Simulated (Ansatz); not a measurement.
The starting structures come from a database of crystals and need not be the phases stable at ambient conditions.

By PBEsol, the system below comes out a metal.

The ballistic (Sharvin) conductance counts the channels at the Fermi level: G/A = (e²/h) × channels of both spins per area.

Given:

```xyz
8
Lattice="4.3541 0.0000 0.0000 0.0000 5.4715 0.0000 0.0000 -2.7357 4.7384" Properties=species:S:1:pos:R:3 pbc="T T T"
Ru     3.2656     1.3650     0.7881
Ru     1.0885     1.3708     3.9504
Ru     1.0885    -1.3708     3.9504
Ru     3.2656     4.1065     0.7881
Ru     3.2656     2.7357     3.1623
Ru     1.0885     0.0000     1.5761
W      1.0885     2.7357     1.5795
W      3.2656     0.0000     3.1590
```

Space group of this cell: P6_3/mmc. The cell is taken as given; by PBEsol its mean pressure is -5.5 GPa.

The current flows along the normal of the first two printed cell vectors, the (100) plane of the conventional cell. No spin-orbit coupling; the value is a mean over 0.1 eV about the Fermi level.

### Question
Predict the ballistic conductance per area from PBEsol run with Ansatz (a program for electronic structure).

### Answer
0.85 × 10¹⁵ S/m² for both spins.
